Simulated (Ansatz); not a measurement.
Take Al in the fcc (Cu type) structure (space group Fm-3m, No. 225; relaxed with 0.1 eV smearing) as the base.

```yaml
crystal:
  lattice:
    - [0.00000, 2.00773, 2.00773]
    - [2.00773, 0.00000, 2.00773]
    - [2.00773, 2.00773, 0.00000]
  atoms:
    - { symbol: Al, position: [0.00000, 0.00000, 0.00000] }
```

The values are results of PBEsol, PAW, 420 eV (Ansatz, a program for electronic structure; without spin-orbit coupling), not measurements.

Strains are applied to the cell and any free atomic positions relax.

One change was made to it. Results:

```csv
quantity,base,after
energy relative to the base (free energy F),0 meV/atom,+8.0 meV/atom
pressure,0.0 GPa,-3.3 GPa
```

Problem. Name the change that was made.
A) isotropic strain −3.00 %
B) isotropic strain +1.50 %
C) isotropic strain +0.50 %
D) isotropic strain −2.00 %

Solution. B, isotropic strain +1.50 %. For comparison, the energy relative to the base in the other runs: isotropic strain −2.00 % gives +16 meV/atom; isotropic strain −3.00 % gives +37 meV/atom; isotropic strain +0.50 % gives +0.9 meV/atom.

Stability against distortions was not tested.
